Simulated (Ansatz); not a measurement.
CaTiO3 (Pm-3m), PBEsol, rigid bands (Ansatz, an electronic-structure program): band gap 1.89 eV, N_c = 7.28e19 cm⁻³ and N_v = 2.69e20 cm⁻³ at 300 K, conductivity masses of 0.611 mₑ (electrons) and 1.82 mₑ (holes). Take k_BT = 0.02585 eV.

**Question.** A film of it is 2 nm thick. Estimate the confinement energies in an infinite well.

**Answer.** ħ²π²/(2m t²) = 0.376 eV·nm²/(m/mₑ × t²) gives 154 meV for electrons and 51.7 meV for holes, so the gap would widen to about 2.10 eV. Finite barriers and nonparabolic bands lower this, and with several valleys or bands the heaviest mass along the normal sets the lowest level, not this average.

**Question.** What built-in voltage has an abrupt junction with N_A = 1e17 and N_D = 1e18 cm⁻³, all dopants ionised?

**Answer.** V_bi = E_g/e − (k_BT/e) ln(N_c N_v/(N_A N_D)) = 1.89 − 0.02585 × 12.19 = 1.57 V. It follows the computed gap one for one.

**Question.** What thermal injection velocity √(2k_BT/πm) limits a ballistic channel?

**Answer.** 6.88e6 cm/s for electrons and 3.99e6 cm/s for holes, a ratio of √(m_h/m_e) = 1.73, for dilute carriers.

Rigid, parabolic bands with the computed gap; masses take one relaxation time for all states. Spin-orbit coupling is left out; where it splits the top of the valence band, N_v and the p-type Seebeck coefficient come out somewhat high without it.

CaTiO3 (Pm-3m): a high-temperature phase held by its symmetry.
